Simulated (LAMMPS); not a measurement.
Simulation of a free-standing liquid film of Al, 2156 atoms, at 930 K.

Model: classical MD, pair style eam/alloy, file Al_zhou.eam.alloy; code LAMMPS.

| z (Å) | number density (Å⁻³) |
|---|---|
| -26.07 | 0.0000 |
| -25.07 | 0.0001 |
| -24.07 | 0.0062 |
| -23.06 | 0.0407 |
| -22.06 | 0.0597 |
| -21.06 | 0.0504 |
| -20.06 | 0.0572 |
| -19.05 | 0.0513 |
| -18.05 | 0.0518 |
| -17.05 | 0.0529 |
| -16.04 | 0.0505 |
| -15.04 | 0.0520 |
| -14.04 | 0.0520 |
| -13.04 | 0.0517 |
| -12.03 | 0.0519 |
| -11.03 | 0.0520 |
| -10.03 | 0.0517 |
| -9.030 | 0.0521 |
| -8.020 | 0.0518 |
| -7.020 | 0.0520 |
| -6.020 | 0.0518 |
| -5.010 | 0.0519 |
| -4.010 | 0.0521 |
| -3.010 | 0.0518 |
| -2.010 | 0.0520 |
| -1.000 | 0.0517 |
| 0.000 | 0.0519 |
| 1.000 | 0.0522 |
| 2.010 | 0.0516 |
| 3.010 | 0.0520 |
| 4.010 | 0.0516 |
| 5.010 | 0.0523 |
| 6.020 | 0.0518 |
| 7.020 | 0.0519 |
| 8.020 | 0.0515 |
| 9.030 | 0.0521 |
| 10.03 | 0.0521 |
| 11.03 | 0.0518 |
| 12.03 | 0.0518 |
| 13.04 | 0.0515 |
| 14.04 | 0.0521 |
| 15.04 | 0.0516 |
| 16.04 | 0.0511 |
| 17.05 | 0.0533 |
| 18.05 | 0.0498 |
| 19.05 | 0.0555 |
| 20.06 | 0.0536 |
| 21.06 | 0.0533 |
| 22.06 | 0.0571 |
| 23.06 | 0.0201 |
| 24.07 | 0.0014 |
| 25.07 | 0.0000 |

The data show:
- number density in the middle: 0.0519 Å⁻³
